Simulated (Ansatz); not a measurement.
Worked example: self-consistent single point of LaBPd₃ (P4mm, 5 atoms in the cell) in Ansatz (a program for electronic structure).

Computed with PBEsol, default PAW files made with PBE (plane waves; Ansatz).

```
CELL_PARAMETERS angstrom
      4.39533     0.00000     0.00000
      0.00000     4.39533     0.00000
      0.00000     0.00000     4.39533
ATOMIC_POSITIONS crystal
  La 0.00000 0.00000 0.01138
  B  0.50000 0.50000 0.50000
  Pd 0.00000 0.50000 0.50000
  Pd 0.50000 0.00000 0.50000
  Pd 0.50000 0.50000 0.00000
```

Reference input (self-consistent single point, DFT, PBEsol, plane waves, default PAW files made with PBE): basis.ecutwfc = 420 eV; kpoints.mp_grid.grid = 7 7 7; hamiltonian.xc = pbesol; hamiltonian.pseudopotentials = {kind: paw} (the program's default PAW files); scf.occupations.method = fermi_dirac; scf.occupations.width = 0.1 eV. This run's input differs from it in these lines:

Ansatz 0.2 input:
```diff
@@ -13,3 +13,3 @@
 basis:
-  ecutwfc: 420.0
+  ecutwfc: 565.0
 kpoints:
```

Log, with long lists cut:

```
SCF iter   1: F=—  HF=-27036.699711 eV  |F-HF|=—  |Δ(HF+E_count)|=         —  Δρ=1.19e-2  dr2=1.62e-1  ethr=1.77e-3  ⟨swp⟩=5.2  Hψ=5771  notcnv=0
all-band conjugate gradients solve this SCF's bands
preconditioner: auto → Kerker (q_TF=auto, 2.629 Å⁻¹)
SCF iter   2: F=—  HF=-27036.672802 eV  |F-HF|=—  |Δ(HF+E_count)|=   2.69e-2  Δρ=3.33e-3  dr2=1.53e-2  ethr=2.38e-4  ⟨swp⟩=2.5  Hψ=2689  notcnv=0
SCF iter   3: F=—  HF=-27036.669970 eV  |F-HF|=—  |Δ(HF+E_count)|=   2.83e-3  Δρ=1.01e-3  dr2=1.31e-3  ethr=2.25e-5  ⟨swp⟩=2.0  Hψ=2367  notcnv=0
SCF iter   4: F=—  HF=-27036.669698 eV  |F-HF|=—  |Δ(HF+E_count)|=   2.71e-4  Δρ=1.94e-4  dr2=3.44e-5  ethr=1.92e-6  ⟨swp⟩=2.0  Hψ=2444  notcnv=0
SCF iter   5: F=—  HF=-27036.669692 eV  |F-HF|=—  |Δ(HF+E_count)|=   6.37e-6  Δρ=5.50e-5  dr2=2.89e-6  ethr=5.06e-8  ⟨swp⟩=2.2  Hψ=2525  notcnv=0
SCF iter   6: F=-27036.669692 eV  HF=-27036.669692 eV  |F-HF|=1.31e-8  |Δ(HF+E_count)|=   3.65e-7  Δρ=1.04e-5  dr2=9.17e-8  ethr=1.47e-10  ⟨swp⟩=4.9  Hψ=7866  notcnv=0
SCF 1 converged in 6 iterations: F = -27036.669692 eV  dr2 = 9.17e-8
Free energy (F): -27036.669692 eV
Internal energy: -27036.539793 eV  (E = F + TS)
E sigma→0 (E₀):  -27036.604742 eV
Entropy (-TS):   -0.129898 eV (-25.980 meV/atom)
Fermi energy:    16.337836 eV
--- Forces (eV/Å), atoms counted from 1 ---
  atom   1  La     0.00000000     0.00000000    -0.19360753
  atom   2  B      0.00000000     0.00000000     0.00708681
  atom   3  Pd     0.00000000     0.00000000     0.10530772
  atom   4  Pd     0.00000000     0.00000000     0.10530772
  atom   5  Pd     0.00000000     0.00000000    -0.02410589
--- Stress (GPa, compression-positive) ---
       -4.336523       0.000000       0.000000
        0.000000      -4.336523       0.000000
        0.000000       0.000000      -4.358227
  P = ⅓ Tr σ = -4.3438 GPa (-43.438 kbar)
  The stress holds the Pulay correction. Without it, at fixed plane waves, as pw.x and ABINIT print it: P = -4.3493 GPa
```

The run converged in 6 iterations. Against the reference run the free energy goes down by 1.3 meV/atom, the pressure moves little (-4.33 to -4.34 GPa) and the largest force stays at 0.194 eV/Å.

The starting cell comes from a database of computed structures (which also holds hypothetical and non-ambient phases and stackings), without a prior relaxation at this level. Its lattice was rescaled by up to half a per cent. One atom was moved a little off its site on purpose. Spin polarisation is off. Ansatz's pressure includes its estimate of the finite-basis (Pulay) stress.
